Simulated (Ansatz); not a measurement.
# Quick settings and what they miss: CsPbBr3 (Pnma, 20 atoms in the cell)

Self-consistent single point.

```xyz
20
Lattice="8.2890 0.0000 0.0000 0.0000 11.6473 0.0000 0.0000 0.0000 7.9431" Properties=species:S:1:pos:R:3 pbc="T T T"
Cs     3.6458     2.9118     4.1260
Cs     4.6432     8.7355     3.8171
Cs     0.4987     8.7355     0.1545
Cs     7.7903     2.9118     7.7886
Pb     0.0000     5.8236     3.9716
Pb     4.1445     5.8236     0.0000
Pb     4.1445     0.0000     0.0000
Pb     0.0000     0.0000     3.9716
Br     8.2371     8.7355     4.4455
Br     0.0519     2.9118     3.4976
Br     4.1964     2.9118     0.4740
Br     4.0926     8.7355     7.4691
Br     1.6663     0.3692     6.3766
Br     6.6227    11.2781     1.5665
Br     2.4782    11.2781     2.4051
Br     5.8108     0.3692     5.5380
Br     5.8108     5.4544     5.5380
Br     2.4782     6.1929     2.4051
Br     6.6227     6.1929     1.5665
Br     1.6663     5.4544     6.3766
```

Method: PBE (plane waves, PAW; Ansatz, a program for electronic structure).

Base settings: basis.ecutwfc = 30.9 Ry; kpoints.mp_grid.grid = 2 1 2; hamiltonian.xc = pbe; hamiltonian.pseudopotentials = {kind: paw}, with the files named one by one; scf.occupations.method = fermi_dirac; scf.occupations.width = 0.0037 Ry.

Tight run (finer mesh or higher cutoff; not a proven limit): basis.ecutwfc: 30.9 Ry → 43.4 Ry; kpoints.mp_grid.grid: 2 1 2 → 3 2 3; scf.convergence.dr2_threshold: default (1e-07 eV) → 1e-09 eV. It gave gap on the k-point mesh 1.82 eV; pressure 2.18 GPa; largest force (vector length) 0.098 eV/Å.

Quick runs, as changes from the base:
- A: the base itself
- B: basis.ecutwfc: 30.9 Ry → 24.6 Ry; kpoints.mp_grid.grid: 2 1 2 → 2 2 2; scf.occupations.method: fermi_dirac → gaussian; scf.occupations.width: 0.0037 Ry → 0.01 Ry
- C: basis.ecutwfc: 30.9 Ry → 15.4 Ry; kpoints.mp_grid.grid: 2 1 2 → 2 2 2; scf.occupations.method: fermi_dirac → cold; scf.occupations.width: 0.0037 Ry → 0.0367 Ry; width narrowed by the program to 0.2650 eV

Gaps are read on each run's own mesh, which may miss the band edges.

The count of work is k-points × plane waves × bands × iterations; it is no time. 

Pressures in the table are Ansatz's without its Pulay estimate, at a fixed set of plane waves; the tight run's value above holds the estimate.

The starting cell comes from a database of computed structures (which also holds hypothetical and non-ambient phases and stackings), without a prior relaxation at this level. Its lattice was rescaled by a random factor within 2.5 % of one. Spin-orbit coupling is off.

| run | energy less tight (meV/atom) | pressure less tight (GPa) | largest miss in a force vector (eV/Å) | gap on the mesh less tight (eV) | count of work / tight |
|---|---|---|---|---|---|
| A | 39.8 | 0.40 | 0.197 | -0.028 | 0.26 |
| B | 6.5 | -0.11 | 0.020 | -0.002 | 0.32 |
| C | 1135.8 | -24.21 | 0.042 | 0.250 | 0.27 |

Among the runs at the tight run's level, the energy misses run from 6.5 to 1135.8 meV/atom.

Left out of this page: 3 runs of the series outside the window shown, repeating another row's setting, or not comparable.

Keys are those of Ansatz 0.2.
